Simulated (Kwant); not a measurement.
System: GaN/Al0.2Ga0.8N stack with 1 barrier. One parabolic valley. Leads of mass 0.2 mₑ with the band edge at 0; grid 0.1 nm; bias 0 V, dropping linearly over the stack.

| layer | thickness (nm) | band offset (eV) | mass (mₑ) |
|---|---|---|---|
| 1 | 1.3 | 0.35 | 0.22 |

The device is made up for the run: typed textbook-type constants, with dimensions and the other settings drawn at random.

Computed with Kwant: one-band effective-mass tight-binding model in one dimension, coherent, no space charge.

Sweep values stay those of the base run.

The height of the first barrier was swept, all else fixed.

```
height of the first barrier (eV)  mean transmission over the sweep  transmission at E = 0.1077 eV  transmission at E = 0.4455 eV  transmission at E = 0.3329 eV
--------------------------------  --------------------------------  -----------------------------  -----------------------------  -----------------------------
0.21                                                          0.59                           0.42                           0.88                           0.79
0.28                                                          0.45                           0.25                           0.77                           0.64
0.35                                                          0.33                           0.15                           0.64                           0.49
0.42                                                          0.23                          0.094                           0.50                           0.36
```

From the first row to the last the mean transmission over the sweep goes from 0.59 to 0.23. From the first row to the last the transmission at E = 0.1077 eV goes from 0.42 to 0.094.
